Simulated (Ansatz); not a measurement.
Start from MoTe₂ in the 2H-MoS2 type structure (space group P6_3/mmc, No. 194; a = 3.4966 Å, c = 13.6958 Å; layered, stacked along the Cartesian z axis).

Level of theory: PBE-D3(BJ)/PAW in Ansatz (an electronic-structure program), no spin-orbit coupling.

One change was made to it. Results:

```csv
quantity,base,after
band gap,0.60 eV,0.19 eV
volume per atom,24.17 Å³,22.30 Å³
gap character,"indirect, Γ → K–Γ (44 % along)","indirect, K–Γ (87 % along) → K–Γ (44 % along)"
```

Which of these changes matches the shifts?
A) pressure 5 GPa
B) pressure 0.7 GPa
C) pressure −1 GPa
D) pressure 0.3 GPa

A, pressure 5 GPa. For comparison, the band gap in the other runs: pressure 0.7 GPa gives 0.54 eV; pressure 0.3 GPa gives 0.58 eV; pressure −1 GPa gives 0.68 eV.

With Te present, leaving out spin-orbit coupling can change the band edges. Load acts through the strain it causes; cell and atoms are relaxed under it. No phonon test of stability was made. Competing high-pressure phases were not computed. The D3 term's C6 switches between coordination references near this geometry, which can add small steps to energies. The zero or small gap of MoTe2 under pressure 5 GPa can change with the level of theory.
